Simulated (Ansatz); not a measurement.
Start from Ta in the bcc (W type) structure (space group Im-3m, No. 229; a = 3.320 Å).

Levels (all Ansatz, a first-principles code, PAW): PBE (420 eV, scalar-relativistic without spin-orbit coupling); r2SCAN (500 eV, no spin-orbit coupling).

The geometry is relaxed with PBE.

* **PBE pressure**: 0.0 GPa

Problem. What does r2SCAN give at this geometry for the pressure?

Solution. The pressure goes from zero to -2.7 GPa.

Single points use the geometry relaxed with PBE. Their cutoffs differ, which shifts pressures a little. Whether these cells are dynamically stable was not tested. The final runs are not spin-polarised.
